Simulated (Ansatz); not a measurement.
Start from Lu in the hcp (Mg type) structure (space group P6_3/mmc, No. 194; a = 3.5062 Å, c = 5.4820 Å; relaxed with 0.1 eV smearing). Axes: x lies along a and z along c of the hexagonal cell.

Structures relaxed with PBE in Ansatz (plane waves to 420 eV, PAW, no spin-orbit coupling).

Base:

Simulated powder pattern, Cu Kα1, λ = 1.54056 Å (kinematic, ideal powder, no thermal factors, no anomalous dispersion; the 8 strongest lines at most, above 2 %, up to 2θ = 90°):

```
2θ (°)  I/Imax (%)    hkl
------  ----------  -----
29.39           24  (100)
32.64           24  (002)
33.72          100  (101)
44.49           16  (102)
52.13           20  (110)
58.94           21  (103)
62.87           23  (112)
63.53           17  (201)
```

Modification: biaxial strain −1.50 %, plane normal [001], relaxed out of plane (Cartesian); in-plane vectors clamped, the third vector and the atoms free.

After the change:

Simulated powder pattern, Cu Kα1, λ = 1.54056 Å (kinematic, ideal powder, no thermal factors, no anomalous dispersion; the 8 strongest lines at most, above 2 %, up to 2θ = 90°):

| 2θ (°) | d (Å) | I/Imax (%) | hkl |
|---|---|---|---|
| 29.85 | 2.991 | 23 | (100) |
| 32.39 | 2.762 | 25 | (002) |
| 34.06 | 2.630 | 100 | (101) |
| 44.62 | 2.029 | 16 | (102) |
| 52.98 | 1.727 | 20 | (110) |
| 58.85 | 1.568 | 22 | (103) |
| 63.49 | 1.464 | 23 | (112) |
| 64.50 | 1.443 | 16 | (201) |

The indices refer to the base's conventional cell; one index is shown for lines that coincide.

No phonon test of stability was made.

Ansatz is an electronic-structure program.
